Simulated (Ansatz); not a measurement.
**GaN: response to strain**

The parent structure is GaN in the wurtzite structure (space group P6_3mc, No. 186).

GaN has the hexagonal space group P6₃mc (No. 186), the wurtzite structure, Pearson symbol hP4. Lattice parameters: a = b = 3.152 Å, c = 5.138 Å, α = β = 90.00°, γ = 120.00°. Ga on 2b is coordinated by 4 N at 1.927–1.934 Å (tetrahedral). N on 2b has 4 Ga at 1.927–1.934 Å (tetrahedral). (Neighbours: up to the widest gap in distance over summed covalent radii, below 1.35, at either atom; cation-cation and far metal-metal contacts left out.)

Strains are applied to the cell and any free atomic positions relax.

The values are results of LDA (Ansatz, an electronic-structure program, PAW, without spin-orbit coupling), not measurements.

Notes on the quantities. pressure: mean of the normal stresses, compression positive.

```json
[
 {"isotropic strain (%)": "-3", "pressure (GPa)": "22.6"},
 {"isotropic strain (%)": "-2.4", "pressure (GPa)": "?"},
 {"isotropic strain (%)": "-1.2", "pressure (GPa)": "7.9"},
 {"isotropic strain (%)": "-0.6", "pressure (GPa)": "3.8"},
 {"isotropic strain (%)": "0", "pressure (GPa)": "0.0"}
]
```

Problem. Fit P = P₀ − Bδ + Cδ² with δ = (1 + ε)³ − 1 to the rows shown and predict the withheld row.

Solution. Least squares on the printed values gives P₀ = 0.0 GPa, B = 197 GPa (at held cell shape), C = 701 GPa (largest residual 0.0 GPa); this predicts 17.4 GPa, and the run gives 17.3 GPa, in agreement.

Stability against distortions was not tested.
